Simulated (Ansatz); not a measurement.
The parent structure is Hf in the hcp (Mg type) structure (space group P6_3/mmc, No. 194; a = 3.198 Å, c = 5.047 Å).

Computed with DFT with r2SCAN, PAW potentials and a 500 eV plane-wave cutoff in Ansatz (a program for electronic structure), no spin-orbit coupling.

Before the change:

Volume per atom: 22.35 Å³
c/a ratio: 1.578

One thing is altered: cell and atoms relaxed at a pressure of 9 GPa.

How does this affect the volume per atom?

The volume per atom drops by 1.56 Å³ (22.35 Å³ → 20.79 Å³).

How does this affect the c/a ratio?

The c/a ratio is nearly the same (1.578 against 1.580).

Load acts through the strain it causes; cell and atoms are relaxed under it. Stability against distortions was not tested. No other phases were tried under pressure. All final runs are without spin polarisation.
